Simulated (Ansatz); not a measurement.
The parent structure is a 16-atom supercell of BAs in the zinc blende structure (space group F-43m, No. 216; a = 4.7677 Å) at its relaxed geometry.

Method: PBEsol in Ansatz (plane waves to 420 eV, PAW, no SOC), earlier PAW set.

Before the change:

| Item | Value |
|---|---|
| Pressure | 0.0 GPa |
| Mean distance from the defect site to its nearest host atoms | 2.06 Å |

Perturbation: a neutral As vacancy, atoms relaxed at fixed cell, starting from a slightly rattled geometry.

Q: What does the calculation give for the pressure, largest displacement of a host atom from its site in the perfect cell and mean distance from the defect site to its nearest host atoms after the change?

A: The pressure goes from zero to -1.3 GPa; the largest displacement of a host atom from its site in the perfect cell is 0.15 Å; the mean distance from the defect site to its nearest host atoms grows by 0.15 Å, from 2.06 Å to 2.21 Å.

Other magnetic orders, which the real material may have, were not ruled out. In so small a cell the defect repeats every few ångströms: this is an ordered compound, not a dilute defect. The mesh was chosen for an insulator and is coarse for the gapless case. Seeded moments were not kept for As vacancy. The defect cell is spin-polarised and ends with 0.2 μB, a fractional moment that hangs on the mesh and smearing.

Ansatz is a quantum-chemistry and plane-wave program.
